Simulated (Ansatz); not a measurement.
The parent structure is MgSe in the rock salt structure (space group Fm-3m, No. 225; a = 5.4498 Å).

Modification: cell and atoms relaxed at a pressure of 30 GPa.

Levels (all Ansatz, a first-principles code, PAW): PBEsol (420 eV, spin-orbit coupling left out); r2SCAN (500 eV, no spin-orbit coupling); HSE06 (420 eV, spin-orbit coupling left out).

At the geometry relaxed with PBEsol, these levels gave the following band gaps, in shuffled order: (a) 3.17 eV, (b) 2.94 eV, (c) 2.18 eV.

### Question
Match each gap to its level.

### Answer
(a) HSE06; (b) r2SCAN; (c) PBEsol.

Single points use the geometry relaxed with PBEsol. HSE06 was sampled on its mesh, a few special points and the semilocal edge points, so its gap is an upper bound. Load acts through the strain it causes; cell and atoms are relaxed under it. Whether these cells are dynamically stable was not tested. No other phases were tried under pressure.
